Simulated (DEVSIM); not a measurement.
Structure: Co/SiO2/n-Ge capacitor, at 300 K.

| layer (left to right) | material | thickness (nm) | Nd (cm⁻³) |
|---|---|---|---|
| 1 | SiO2 | 12.0 | - |
| 2 | Ge | 16000 | 1.3e15 |

Metal gate on the left, work function 5 eV. Fixed charge at the semiconductor interface 4.08e11 cm⁻² (in units of +e); no interface traps.

The device is made up for the run: typed textbook-type constants, with dimensions and the other settings drawn at random. Values at 300 K.

```csv
parameter,SiO2,Ge
gap (eV),9,0.664
affinity (eV),0.9,4
permittivity,3.9,16
Nc (cm⁻³),-,1.04e19
Nv (cm⁻³),-,6e18
```

Simulated with DEVSIM: 1D Poisson equation in equilibrium, Boltzmann statistics, complete ionisation; no quantum confinement or tunnelling. Metal contacts follow the ideal Schottky-Mott rule: no Fermi-level pinning, no interface dipoles.

Task: Tabulate band edges, carrier densities and field at -0.45 V on the gate.

Result: Energies count from the Fermi level of the right contact; mesh points crowd at the junctions.

```
x (μm)    Ec (eV)  Ev (eV)  n (cm⁻³)  p (cm⁻³)  field (V/cm)
--------  -------  -------  --------  --------  ------------
0.000       4.550   -4.450     < 1e2     < 1e2       -680000
0.001657    4.438   -4.562     < 1e2     < 1e2       -680000
0.005206    4.199   -4.801     < 1e2     < 1e2       -680000
0.009466    3.911   -5.089     < 1e2     < 1e2       -680000
0.01199     3.740   -5.260     < 1e2     < 1e2       -450000
0.01374     0.623   -0.041     3.6e8    1.2e18        -85000
0.01833     0.594   -0.070     1.1e9    3.9e17        -49000
0.03798     0.537   -0.127     9.7e9    4.5e16        -19000
0.08095     0.482   -0.182    8.2e10    5.3e15         -9800
0.1920      0.396   -0.268    2.3e12    1.9e14         -6500
0.4787      0.272   -0.392    2.8e14    1.6e12         -2400
1.651       0.232   -0.432    1.3e15    3.4e11           ≈ 0
4.247       0.232   -0.432    1.3e15    3.4e11           ≈ 0
10.12       0.232   -0.432    1.3e15    3.4e11           ≈ 0
14.33       0.232   -0.432    1.3e15    3.4e11           ≈ 0
15.36       0.232   -0.432    1.3e15    3.4e11           ≈ 0
15.76       0.232   -0.432    1.3e15    3.4e11           ≈ 0
15.92       0.232   -0.432    1.3e15    3.4e11           ≈ 0
15.99       0.232   -0.432    1.3e15    3.4e11           ≈ 0
16.00       0.232   -0.432    1.3e15    3.4e11           ≈ 0
16.01       0.232   -0.432    1.3e15    3.4e11           ≈ 0
16.01       0.232   -0.432    1.3e15    3.4e11           ≈ 0
```
